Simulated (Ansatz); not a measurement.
Input:

```yaml
crystal:
  lattice:
    - [3.18258, 0.00000, 0.00000]
    - [0.00000, 3.18258, 0.00000]
    - [1.59129, -1.59129, 2.11063]
  atoms:
    - { symbol: Al, position: [0.00000, 0.00000, 0.00000] }
    - { symbol: N, position: [0.75000, 0.75000, 0.50000] }
```

No spin polarisation.

Computed with Ansatz (a program for electronic structure) r2SCAN, no spin-orbit coupling. k-mesh 13×13×13 (Γ-centred); smearing 0.05 eV (Fermi–Dirac).

Problem. Predict the valence-band top at Γ, gap character and pressure.

Solution. 
- Valence-band top at Γ (three highest levels, from the VBM) = 0.00, -0.24, -0.24 eV
- Gap character = indirect, Γ → M
- Pressure (mean of the normal stresses, compression positive) = -52.5 kbar

The cells carry an imposed strain or load. No phonon test of stability was made. The cell was made from AlN in the zinc blende structure (space group F-43m, No. 216) by this change: biaxial strain +3.00 %, plane normal [001], relaxed out of plane. This is not the structure that AlN has at room temperature and ambient pressure.
